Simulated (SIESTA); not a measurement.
A self-consistent single point of Nb3B4 (Immm, 7 atoms in the cell) with SIESTA.

Method of the run: LDA PW92, numerical atomic orbitals DZP, PseudoDojo LDA standard norm-conserving potentials (rewritten from UPF to PSML) run with SIESTA.

```
CELL_PARAMETERS angstrom
     -1.59340     1.67497     7.14835
      1.59340    -1.67497     7.14835
      1.59340     1.67497    -7.14835
ATOMIC_POSITIONS crystal
  Nb 0.18476 0.68476 0.50000
  Nb 0.81524 0.31524 0.50000
  Nb 0.00000 0.00000 0.00000
  B  0.43557 0.43557 0.00000
  B  0.56443 0.56443 0.00000
  B  0.36766 0.86766 0.50000
  B  0.63234 0.13234 0.50000
```

Reference input (self-consistent single point, DFT, GGA PBEsol, numerical atomic orbitals DZP, PseudoDojo PBEsol standard norm-conserving potentials (rewritten from UPF to PSML)): XC.functional = GGA; XC.authors = PBEsol; potentials = PseudoDojo PBEsol standard; PAO.BasisSize = DZP; PAO.EnergyShift = 0.01 Ry; MeshCutoff = 300 Ry; kgrid.MonkhorstPack = 7 7 7; OccupationFunction = FD; ElectronicTemperature = 1160.45 K; MaxSCFIterations = 150; SCF.Mixer.Method = Pulay; SCF.Mixer.Weight = 0.25. This run's input differs from it in these lines:

```diff
@@ -1,2 +1,2 @@
-# files in the folder: Nb.psml B.psml (PseudoDojo PBEsol standard)
+# files in the folder: Nb.psml B.psml (PseudoDojo LDA standard)
 SystemName  Nb3B4
@@ -27,4 +27,4 @@
 
-XC.functional                GGA
-XC.authors                   PBEsol
+XC.functional                LDA
+XC.authors                   PW92
 PAO.BasisSize                DZP
```

Output (repeated stretches shortened):

```
        iscf     Eharris(eV)        E_KS(eV)     FreeEng(eV)     dDmax    Ef(eV) dHmax(eV)
   scf:    1    -5317.275897    -5391.698729    -5391.762548  1.602074 -3.207333 12.111024
   scf:    2    -5419.177699    -5411.625540    -5411.688148  0.228902 -3.973524  8.541428
   scf:    3    -5409.529594    -5412.893820    -5412.965775  0.234242 -4.170197  4.760874
   scf:    4    -5414.222664    -5414.224575    -5414.292445  0.133665 -4.347077  0.941853
   scf:    5    -5414.346325    -5414.306220    -5414.375197  0.061387 -4.459598  0.173276
   [... 5 lines left out ...]
   scf:   11    -5414.309966    -5414.309968    -5414.379256  0.000201 -4.506541  0.000442
   scf:   12    -5414.309968    -5414.309968    -5414.379256  0.000039 -4.506585  0.000275
   scf:   13    -5414.309968    -5414.309968    -5414.379256  0.000027 -4.506599  0.000069
   scf:   14    -5414.309968    -5414.309968    -5414.379256  0.000008 -4.506594  0.000016
SCF Convergence by DM+H criterion
max |DM_out - DM_in|         :     0.0000080712
max |H_out - H_in|      (eV) :     0.0000164286
SCF cycle converged after 14 iterations

Using DM_out to compute the final energy and forces

siesta: E_KS(eV) =            -5414.3100

siesta: E_KS - E_eggbox =     -5414.3100

siesta: Atomic forces (eV/Ang):
     1   -0.000207    0.000938   -0.068129
     2    0.000207   -0.000938    0.068134
     3    0.000000   -0.000000   -0.000001
     4   -0.000199   -0.000046   -0.016048
     5    0.000199    0.000046    0.016042
     6   -0.000213    0.000071   -0.045707
     7    0.000213   -0.000071    0.045708
   Tot   -0.000000    0.000000    0.000000
   Max    0.068134
   Res    0.025801    sqrt( Sum f_i^2 / 3N )
   Max    0.068134    constrained

   [... lines left out ...]
siesta: FreeEng =     -5414.379256
siesta: Cell volume =         76.312858 Ang**3
siesta:        -196.84831823       -196.85182805  kBar
   [... lines left out ...]
              0.049   0.047   0.044   0.061   0.055

mulliken: Qtot =       51.000

Mulliken Atomic Populations:
Atom #   charge [q] valence [e]  Species
     1     0.318558   12.681442  Nb
     2     0.318560   12.681440  Nb
     3     0.545015   12.454985  Nb
     4    -0.203685    3.203685  B
     5    -0.203686    3.203686  B
     6    -0.387381    3.387381  B
     7    -0.387381    3.387381  B
 Total    -0.000000
```

The run converged in 14 iterations. Against the reference run the pressure goes from -15.08 to -19.68 GPa and the largest force goes from 0.123 to 0.068 eV/Å.

The starting cell comes from a database of computed structures (which also holds hypothetical and non-ambient phases and stackings), without a prior relaxation at this level. Its lattice was rescaled by a random factor within 2.5 % of one. Spin polarisation is off. Values carry the incompleteness of an atom-centred basis. With a pressure of about -20 GPa the cell is away from its equilibrium volume at this level.

Cost on one core of a shared machine: roughly 4 min.
